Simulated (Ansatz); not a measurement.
Consider a 32-atom cell of (Ru,Ir) started in the hexagonal close-packed structure, site fractions Ru 0.500, Ir 0.500, short-range order 0.00 among the nearest mixed sites of the first mixed sublattice (0 is random, a negative value favours unlike neighbours), space group P1 at the end. Its start:

```yaml
crystal:
  lattice:
    - [1.37169, -7.12481, -4.36396]
    - [-1.37186, 7.12497, -4.36426]
    - [6.85693, 2.37449, 4.36420]
  atoms:
    - { symbol: Ir, position: [0.54068, 0.37351, 0.16809] }
    - { symbol: Ir, position: [0.29178, 0.49908, 0.04292] }
    - { symbol: Ru, position: [0.79428, 0.00173, 0.04219] }
    - { symbol: Ru, position: [0.28955, 0.99541, 0.53997] }
    - { symbol: Ru, position: [0.53697, 0.62016, 0.41566] }
    - { symbol: Ir, position: [0.04218, 0.12826, 0.41703] }
    - { symbol: Ru, position: [0.28807, 0.74973, 0.29096] }
    - { symbol: Ru, position: [0.79481, 0.25407, 0.29437] }
    - { symbol: Ru, position: [0.04830, 0.87939, 0.16842] }
    - { symbol: Ir, position: [0.53903, 0.12319, 0.91538] }
    - { symbol: Ru, position: [0.29133, 0.24713, 0.79305] }
    - { symbol: Ru, position: [0.53592, 0.87231, 0.66591] }
    - { symbol: Ir, position: [0.04193, 0.37550, 0.66403] }
    - { symbol: Ru, position: [0.79303, 0.50067, 0.53931] }
    - { symbol: Ru, position: [0.04608, 0.63031, 0.91674] }
    - { symbol: Ir, position: [0.79172, 0.74978, 0.79135] }
    - { symbol: Ru, position: [0.45762, 0.12388, 0.33369] }
    - { symbol: Ru, position: [0.20581, 0.24674, 0.20826] }
    - { symbol: Ir, position: [0.71168, 0.75148, 0.20948] }
    - { symbol: Ru, position: [0.20464, 0.74821, 0.70633] }
    - { symbol: Ir, position: [0.45805, 0.37261, 0.58347] }
    - { symbol: Ir, position: [0.95798, 0.87469, 0.58235] }
    - { symbol: Ru, position: [0.21321, 0.50704, 0.45680] }
    - { symbol: Ir, position: [0.70268, 0.99609, 0.45768] }
    - { symbol: Ru, position: [0.96165, 0.62581, 0.33548] }
    - { symbol: Ir, position: [0.46126, 0.87721, 0.08499] }
    - { symbol: Ru, position: [0.20689, 0.99857, 0.95911] }
    - { symbol: Ir, position: [0.45858, 0.62500, 0.83352] }
    - { symbol: Ir, position: [0.95715, 0.12416, 0.83273] }
    - { symbol: Ir, position: [0.70887, 0.25159, 0.70713] }
    - { symbol: Ir, position: [0.95699, 0.37461, 0.08326] }
    - { symbol: Ir, position: [0.71125, 0.50207, 0.96034] }
```

All values below come from PBE (plane waves to 420 eV, PAW; Ansatz, a program for electronic structure). No spin–orbit coupling; the runs are not spin-polarised. Its k-point mesh 5×5×5, Fermi–Dirac width 0.05 eV.

Q: Predict the alloy's volume and bond lengths.

A: The volume per atom is 14.14 Å³, the Ir–Ru bonds (within 1.22 times the sum of covalent radii) is 2.713 Å on average, from 2.665 to 2.764 (96) and the Ir–Ir bonds (within 1.22 times the sum of covalent radii) comes out as 2.726 Å on average, from 2.672 to 2.772 (48). The Ru–Ru bonds (within 1.22 times the sum of covalent radii) comes out as 2.705 Å on average, from 2.655 to 2.757 (48).
